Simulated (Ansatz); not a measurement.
Data:

```
BAs
1.0
    0.00000     2.44115     2.44115
    2.44115     0.00000     2.44115
    2.44115     2.44115     0.00000
As B
1 1
Direct
  0.75000   0.75000   0.75000
  0.00000   0.00000   0.00000
```

No spin polarisation.

Calculations: Ansatz (a first-principles code), PBEsol, PAW, cutoff 420 eV, no spin-orbit coupling. Γ-centred 12×12×12 mesh, Fermi–Dirac width 0.05 eV.

Task: Predict the hole mass and width of the top valence band.

Result: Hole mass (degenerate bands, along [100]): 0.19, 0.24, 0.24 mₑ (at Γ)
Width of the top valence band: 4.87 eV

The levels and masses belong to the bands next to the band gap. The cells carry an imposed strain or load. Masses are band curvatures over ±0.01 Å⁻¹ around the edge. Stability against distortions was not tested. The cell was made from BAs in the zinc blende structure (space group F-43m, No. 216) by this change: isotropic strain +2.40 %.
